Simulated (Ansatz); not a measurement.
# MgS: pressure 7.5 GPa

Take MgS in the rock salt structure (space group Fm-3m, No. 225; a = 5.182 Å) as the base.

The change: cell and atoms relaxed at a pressure of 7.5 GPa.

All numbers come from Ansatz (a program for electronic structure) PBEsol, no SOC. k-mesh 11×11×11 (Γ-centred); smearing 0.05 eV (Fermi–Dirac).

| quantity | base | changed | shift |
|---|---|---|---|
| volume per atom | 17.40 Å³ | 16.03 Å³ | -1.362 Å³ |
| density | 2.69 g/cm³ | 2.92 g/cm³ | +0.23 g/cm³ |
| lattice parameter a | 5.182 Å | 5.043 Å | -0.139 Å |
| shortest interatomic distance | 2.591 Å | 2.522 Å | -0.069 Å |
| enthalpy H = E + PV relative to the base's energy | – | +0.78 eV/atom | – |
| band gap | 2.73 eV | 2.88 eV | +0.157 eV |
| gap character | indirect, Γ → X | indirect, Γ → X | – |
| smallest direct gap | 3.69 eV | 4.37 eV | +0.68 eV |
| mean gap deformation potential ΔEg/Δln V | – | -1.9 eV | – |
| width of the top valence band | 2.42 eV | 2.67 eV | +0.244 eV |
| electron mass | 0.53 mₑ along k, 0.29 mₑ across (at X) | 0.54 mₑ along k, 0.29 mₑ across (at X) | – |
| hole mass (degenerate bands, along [100]) | 0.25, 0.92, 0.92 mₑ (at Γ) | 0.26, 0.84, 0.84 mₑ (at Γ) | – |
| valley order (the lowest conduction-band minima on the path, energy above the VBM, named in the base's zone) | X along ⟨100⟩ 2.73 eV; Γ 3.69 eV | X along ⟨100⟩ 2.88 eV; Γ 4.37 eV | – |

Load acts through the strain it causes; cell and atoms are relaxed under it. Masses are band curvatures over ±0.01 Å⁻¹ around the edge. Along k means along the line from Γ to the band edge. Stability against distortions was not tested. No other phases were tried under pressure. The base started in P3_121 and relaxed to Fm-3m at this level.
